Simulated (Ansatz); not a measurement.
**A computed series for WC: response to strain**

Take WC (space group P-6m2, No. 187; a = 2.922 Å, c = 2.846 Å; relaxed with 0.1 eV smearing) as the base.

Strains are applied to the cell and any free atomic positions relax.

All numbers come from DFT with PBE, PAW potentials and a 420 eV plane-wave cutoff in Ansatz (a quantum-chemistry and plane-wave program), scalar-relativistic without spin-orbit coupling.

Candidates:
(a) isotropic strain −0.50 %
(b) isotropic strain +2.00 %
(c) isotropic strain −2.00 %

Notes on the quantities. energy relative to the base: free energy F.

Problem. Order them by energy relative to the base, highest first.

Solution. (c) isotropic strain −2.00 % (+49 meV/atom), (b) isotropic strain +2.00 % (+43 meV/atom), (a) isotropic strain −0.50 % (+2.9 meV/atom)

Whether these cells are dynamically stable was not tested. The final runs are not spin-polarised.
